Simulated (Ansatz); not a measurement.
For AlP (model structure, P6₂22, No. 180, 6 atoms in the cell), PBE (Ansatz, an electronic-structure program, plane waves, PAW) gives:

```
Property                   Result
-------------------  ------------
lattice parameter a       3.851 Å
c axis length             8.689 Å
cohesive energy      3.88 eV/atom
```

Task: What does PBE-D3(BJ) in Ansatz (plane waves, PAW) give for the same quantities?

Result: 
- lattice constant a: 3.804 Å (shrinks by 1.2 %)
- lattice parameter c: 8.617 Å (decreases by 0.8 %)
- cohesive energy: 4.22 eV/atom (rises by 0.34 eV/atom)

Changes are worked out from the printed values.

Unless a cell is named, each level is at its own relaxed cell (PBE 18.60, PBE-D3(BJ) 18.00 Å³/atom).

Ansatz's density-functional and Hartree–Fock values are scalar-relativistic unless marked +SOC, with PAW data made under PBE.

A model structure was made by putting elements into a prototype or built by hand; it is no filed structure, need not be a known phase, and can be a saddle point held by its symmetry.
